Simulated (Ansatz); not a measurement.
**TaN, pressure series**

Start from TaN (space group P-6m2, No. 187).

```
TaN
1.0
    2.93622     0.00000     0.00000
   -1.46811     2.54284     0.00000
    0.00000     0.00000     2.88489
Ta N
1 1
Direct
  0.00000   0.00000   0.50000
  0.66667   0.33333   0.00000
```

Cell and atoms are relaxed at each pressure.

All numbers come from plane-wave PAW DFT at the r2SCAN level (Ansatz, a first-principles code, 500 eV), no spin-orbit coupling, earlier PAW set.

```tsv
pressure (GPa)	volume per atom (Å³/atom)
-2	10.831
-1	10.800
0	10.770
1.8	10.716
4.2	?
9	10.516
18	10.291
45	9.736
60	9.483
```

Q: Fit the third-order Birch–Murnaghan form P(V) = (3B₀/2)[(V₀/V)^(7/3) − (V₀/V)^(5/3)]·[1 + (3/4)(B₀′ − 4)((V₀/V)^(2/3) − 1)] (squares taken in P) to the rows shown and predict the withheld row.

A: Least squares on the printed values gives V₀ = 10.770 Å³/atom, B₀ = 359 GPa, B₀′ = 4.3; this predicts 10.648 Å³/atom, and the run gives 10.648 Å³/atom, in agreement.

The mesh was chosen for an insulator and is coarse for the gapless case. Load acts through the strain it causes; cell and atoms are relaxed under it. Stability against distortions was not tested. No other phases were tried under pressure. All final runs are without spin polarisation. This is not the structure that TaN has at room temperature and ambient pressure.
